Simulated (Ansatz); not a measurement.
CdSe2 (Pa-3, No. 205, 12 atoms in the cell; start mp-1095493) was calculated with HSE06+SOC (Ansatz, a first-principles code, plane waves, PAW).

Input:

Ansatz 0.2 input:
```yaml
crystal:
  lattice:
    - [6.6047946928, 0.0, 0.0]
    - [0.0, 6.6047946928, 0.0]
    - [0.0, 0.0, 6.6047946928]
  atoms:
    - { symbol: Cd, position: [0.5, 0.5, 0.0] }
    - { symbol: Cd, position: [0.0, 0.5, 0.5] }
    - { symbol: Cd, position: [0.0, 0.0, 0.0] }
    - { symbol: Cd, position: [0.5, 0.0, 0.5] }
    - { symbol: Se, position: [0.1039209328, 0.8960790672, 0.3960790672] }
    - { symbol: Se, position: [0.8960790672, 0.1039209328, 0.6039209328] }
    - { symbol: Se, position: [0.3960790672, 0.1039209328, 0.8960790672] }
    - { symbol: Se, position: [0.6039209328, 0.8960790672, 0.1039209328] }
    - { symbol: Se, position: [0.6039209328, 0.6039209328, 0.6039209328] }
    - { symbol: Se, position: [0.3960790672, 0.3960790672, 0.3960790672] }
    - { symbol: Se, position: [0.8960790672, 0.3960790672, 0.1039209328] }
    - { symbol: Se, position: [0.1039209328, 0.6039209328, 0.8960790672] }
basis:
  ecutwfc: 460
  ecutrho_ratio: 4
  xc_grid: 2
kpoints:
  mp_grid: { grid: [4, 4, 4] }
  band_path: { path: [[0, 0, 0], [0.1875, 0.1875, 0.1875]], npoints: 1 }
hamiltonian:
  xc: hse06
  dispersion: none
  pseudopotentials: { kind: paw }
scf:
  occupations: { method: fermi_dirac, width: 0.01 }
  convergence: { dr2_threshold: 0.0000000012 }
output:
  forces: true
  stress: true
  eigenvalues: true
  write_bands: true
magnetization:
  noncollinear: true
  spin_orbit: true
```

Excerpt of the program's output:

```
WARN output.stress: scf.exx.energy_threshold = 1e-6 eV is looser than the 1.2e-7 eV advised for a stress under a hybrid functional (1e-8 eV for each atom of …
Crystal: 12 atoms, lattice volume = 288.123 Å³
Basis set: ecut = 460 eV, 6451 PW (Γ), exchange–correlation on 96×96×96 points (8 copies of the dense FFT grid, shifted against one another)
Bands: 250, of which v1, the nominal top of the filled ones, is band 208 counted from 1 (207 counted from 0)
Symmetry: 24 space group operations + 24 with time reversal
k-points: 11 of 64
Initial density: superposition of atomic densities (chi_scale 0.1, normalization cell, long waves kept (reshape's long-wave potential 0.00 eV rms))
Crystal: 12 atoms, lattice volume = 288.123 Å³
Initial density: handed on by an earlier stage of this run
WARN: concurrent solve slots capped 8 → 1 …
Crystal: 12 atoms, lattice volume = 288.123 Å³
SCF 3 converged in 8 iterations: F = -76791.650972 eV  dr2 = 9.35e-10
Crystal: 12 atoms, lattice volume = 288.123 Å³
SCF 4 converged in 2 iterations: F = -76791.650973 eV  dr2 = 6.02e-10
Free energy (F): -76791.650973 eV
Internal energy: -76791.650973 eV  (E = F + TS)
E sigma→0 (E₀):  -76791.650973 eV
Fermi energy:    10.219518 eV
--- Forces (eV/Å), atoms counted from 1 ---
  atom   1  Cd    -0.00000000     0.00000000    -0.00000000
  atom   2  Cd    -0.00000000     0.00000000     0.00000000
  atom   3  Cd    -0.00000000     0.00000000     0.00000000
  atom   4  Cd    -0.00000000     0.00000000     0.00000000
  atom   5  Se    -0.18079485     0.18079485     0.18079485
  atom   6  Se     0.18079485    -0.18079485    -0.18079485
  atom   7  Se     0.18079485    -0.18079485     0.18079485
  atom   8  Se    -0.18079485     0.18079485    -0.18079485
  atom   9  Se    -0.18079485    -0.18079485    -0.18079485
  atom  10  Se     0.18079485     0.18079485     0.18079485
  atom  11  Se     0.18079485     0.18079485    -0.18079485
  atom  12  Se    -0.18079485    -0.18079485     0.18079485
--- Stress (GPa, compression-positive) ---
        1.691809       0.000000       0.000000
        0.000000       1.691809       0.000000
        0.000000       0.000000       1.691809
  P = ⅓ Tr σ = 1.6918 GPa (16.918 kbar)
```

The PAW data were made under PBE.

Note: cell and atoms aren't relaxed at this level (largest force component 0.18 eV/Å, pressure 1.7 GPa).

A start named mp-… is a Materials Project structure, which need not be a measured phase.
